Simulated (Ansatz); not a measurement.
Cost and result by functional for the adsorption energy of SiH3 on the 1x1 (111) surface of fcc Ag, one in a 2x2 cell, started at the site 'hollow Ag-Ag-Ag over Ag at depth 4.7 Å', in Ansatz (plane waves, PAW). Single points on the PBE structure, on one kind of machine; costs are rough ratios of the slab run's core time (references not counted) to the cheapest single point. r2SCAN's cost holds its higher cutoff (500 against 420 eV). Differences are taken against r2SCAN for comparison alone: no measured value is at hand, so the table doesn't rank accuracy.

Model: 20-atom slab, 7.1 Å thick at the start under the adsorbate (thin: gaps and levels are the slab's own), 6x6x1 mesh, Fermi-Dirac 0.1 eV, dipole correction, 8 atoms held, the rest relaxed; held to the start's symmetry, so lower structures may exist; spin-polarised, no spin-orbit, no U, no dispersion correction. The starting moment vanished. At the end it is bonded to 3 Ag. In PBE it is, or lies within 0.03 eV of, the lowest of the starts that converged. These notes are the PBE run's. r2SCAN: The program's check for a lower electronic state was not made. Adsorption energies are against SiH4(g) − ½ H2(g). A negative adsorption energy means that the adsorbate is more stable on the surface than in its reference.

| functional | relative cost | adsorption energy (eV) | less r2SCAN (eV) |
|---|---|---|---|
| RPBE | 1 | 0.37 | 0.39 |
| r2SCAN | 3 | -0.02 | 0.00 |
| PBE (the relaxed run's value) | – | 0.10 | 0.11 |

The values span 0.39 eV, while the single points' costs differ by a factor of roughly 3. Differences are of unrounded values.

Ansatz is an electronic-structure program.
